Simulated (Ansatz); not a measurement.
# A computed series for Co: pressure series

Consider Co in the hcp (Mg type) structure (space group P6_3/mmc, No. 194; ferromagnetic).

```xyz
2
Lattice="2.4939 0.0000 0.0000 -1.2470 2.1598 0.0000 0.0000 0.0000 4.0318" Properties=species:S:1:pos:R:3 pbc="T T T"
Co     0.0000     1.4399     3.0239
Co     1.2470     0.7199     1.0080
```

Cell and atoms are relaxed at each pressure.

Computed with plane-wave PAW DFT at the PBE level (Ansatz, a quantum-chemistry and plane-wave program, 420 eV), no spin-orbit coupling.

```
pressure (GPa)  volume per atom (Å³/atom)
--------------  -------------------------
-2                                 10.965
-1                                 10.910
0                                  10.858
0.3                                10.843
0.7                                10.822
1.5                                10.782
5                                  10.616
7.5                                     ?
10                                 10.404
```

Task: Fit the third-order Birch–Murnaghan form P(V) = (3B₀/2)[(V₀/V)^(7/3) − (V₀/V)^(5/3)]·[1 + (3/4)(B₀′ − 4)((V₀/V)^(2/3) − 1)] (squares taken in P) to the rows shown and predict the withheld row.

Result: Least squares on the printed values gives V₀ = 10.858 Å³/atom, B₀ = 209 GPa, B₀′ = 5.2; this predicts 10.507 Å³/atom, and the run gives 10.507 Å³/atom, in agreement.

Other magnetic orders, which the real material may have, were not ruled out. Load acts through the strain it causes; cell and atoms are relaxed under it. No phonon test of stability was made. No other phases were tried under pressure.
